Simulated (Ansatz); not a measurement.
Structures of equal composition on the (110) surface of bcc Mo: a layer of Sn in place of the second plane; a layer of Sn in place of the third plane. The slabs share one bottom face, and each structure is named by its start. These are constructed structures in small cells; real faces may alloy, dewet or reconstruct in larger ones, and not all known structures of the face are among them. Slabs of about 11 Å, Fermi-Dirac smearing of 0.1 eV. Bottom of the slabs: a bare face, its two planes held. Relaxed from the named starts with such symmetry as they have, on meshes of like density; energies extrapolated to zero smearing; spin only where a row says so; no spin-orbit coupling, no U. Brackets mark spin-polarised runs, whose order is one that fits the cell.

Level of theory: PBE (plane waves to 420 eV, PAW; Ansatz, a quantum-chemistry and plane-wave program).

Q: Order them by energy per 1x1 cell (lowest first) at the level PBE.

A: a layer of Sn in place of the third plane (0.000 eV), a layer of Sn in place of the second plane (0.164 eV)
